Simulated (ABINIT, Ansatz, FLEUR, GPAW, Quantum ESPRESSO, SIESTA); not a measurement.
**One structure in several programs: Mg₆SbMo (Amm2, 8 atoms in the cell)**

Self-consistent single point.

```yaml
crystal:
  lattice:
    - [5.00334, 0.00000, 0.00000]
    - [0.00000, 3.11246, 5.26738]
    - [0.00000, -3.11246, 5.26738]
  atoms:
    - { symbol: Mg, position: [0.00000, 0.32564, 0.83724] }
    - { symbol: Mg, position: [0.00000, 0.83724, 0.32564] }
    - { symbol: Mg, position: [0.00000, 0.33432, 0.33432] }
    - { symbol: Mg, position: [0.50000, 0.15422, 0.67426] }
    - { symbol: Mg, position: [0.50000, 0.67426, 0.15422] }
    - { symbol: Mg, position: [0.50000, 0.16642, 0.16642] }
    - { symbol: Sb, position: [0.50000, 0.67576, 0.67576] }
    - { symbol: Mo, position: [0.00000, 0.83216, 0.83216] }
```

All programs got the same cell, k-point mesh and kind of occupations (in Ansatz's words: kpoints.mp_grid.grid = 4 3 3; scf.occupations.method = gaussian; scf.occupations.width = 0.1 eV); potentials, basis and cutoffs are each program's usual ones.

```csv
code,model,pressure (GPa),largest force (eV/Å),k-points,cutoff
Ansatz,"PBEsol, PAW files made with PBE",-1.53,0.065,12,420 eV
GPAW,"PBEsol, GPAW PAW datasets PBEsol (made by gpaw-setup)",-1.53,0.068,12,800 eV
Quantum ESPRESSO,"PBEsol, PseudoDojo standard norm-conserving (PBESOL) pseudopotentials",-1.47,0.061,12,85 Ry
ABINIT,"PBEsol, PAW (JTH v2.0 PBE PAW, files made for PBE)",-1.65,0.061,12,20 Ha
FLEUR,"PBEsol, all-electron FLAPW (FLEUR), scalar-relativistic valence",–,0.055,12,Kmax 4 1/bohr
SIESTA,"GGA PBEsol, numerical atomic orbitals DZP, PseudoDojo PBEsol standard norm-conserving potentials (rewritten from UPF to PSML)",1.30,0.139,20,grid 400 Ry
```

Size of the force on each atom (eV/Å): Sizes of forces hide their directions.

| code | Mg1 | Mg2 | Mg3 | Mg4 | Mg5 | Mg6 | Sb7 | Mo8 |
|---|---|---|---|---|---|---|---|---|
| Ansatz | 0.029 | 0.029 | 0.017 | 0.046 | 0.046 | 0.040 | 0.065 | 0.045 |
| GPAW | 0.034 | 0.034 | 0.016 | 0.043 | 0.043 | 0.040 | 0.068 | 0.055 |
| Quantum ESPRESSO | 0.031 | 0.031 | 0.021 | 0.042 | 0.042 | 0.041 | 0.061 | 0.047 |
| ABINIT | 0.029 | 0.029 | 0.016 | 0.044 | 0.044 | 0.041 | 0.061 | 0.047 |
| FLEUR | 0.029 | 0.029 | 0.017 | 0.043 | 0.043 | 0.040 | 0.055 | 0.039 |
| SIESTA | 0.139 | 0.139 | 0.005 | 0.004 | 0.004 | 0.043 | 0.118 | 0.014 |

A dash marks a value that a program does not give, or that is left out as unsure.

The spread over the programs that give each value: pressure within 2.95 GPa; largest force within 0.084 eV/Å.

The starting cell comes from a database of computed structures (which also holds hypothetical and non-ambient phases and stackings), without a prior relaxation at this level. On Ansatz's run: Spin-orbit coupling is off. Spin polarisation is off. Without a gap this mesh is coarse (it stands for a supercell whose shortest vector is 18 Å).

### Question
Why do the programs differ, and what cannot be compared?

### Answer
Differences of this kind can come from the potentials, where these differ, and from what each basis and cutoff leave unconverged. The zero of total energies and Fermi levels follows the potentials and each program's conventions, so they are not compared here. SIESTA uses small atom-centred bases, whose incompleteness enters pressures, forces and empty levels differently from a plane-wave cutoff. FLEUR treats all electrons, but the usual bases taken here (sphere radii, linearisation, local orbitals, empty states) were not tested for convergence, so the values are no reference for the others. Ansatz's pressure is given at a fixed set of plane waves, as the other plane-wave codes print theirs. The programs reduce the same mesh by symmetry to different extents, which changes the work and not the result. In the pressure, SIESTA (by 2.83) lies more than 1 GPa from the median of the plane-wave programs. In the force vectors, SIESTA (by 0.181) lies more than 0.08 eV/Å from the median of the plane-wave programs.

The shared mesh is coarse (it stands for a supercell whose shortest vector is 18 Å), so the values are not converged in it.

Left out of this page: CP2K (unsound by tests on forces, stress, charge or solver warnings); Elk (not drawn, or without a comparable value).

Ansatz is a first-principles code.

Keys are those of Ansatz 0.2.
